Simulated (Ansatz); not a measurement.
**The (111)A surface of zinc-blende ZnSe, Zn-terminated, NH2 on every top atom (bottom of the slab: 2 H on 4 bottom sites)**

Level of theory: PBE (plane waves to 420 eV, PAW; Ansatz, a program for electronic structure).

Slab: 46 atoms, 14.8 Å thick at the start with caps and adatoms; k 3x3x1, smearing 0.025 eV, dipole-corrected; 8 atoms held, the rest relaxed; no symmetry held; no spin (no spin-polarised run to compare, though such a face may carry moments), no spin-orbit, no U. The slab shows no gap over 0.04 eV on its mesh. It is one candidate, not shown to be the stable structure of the face.

| Quantity | Value |
|---|---|
| work function of the top face | 5.18 eV |
| energy released by relaxation | 1.04 eV |
| cost | around 2.1 core-hours (rough) |
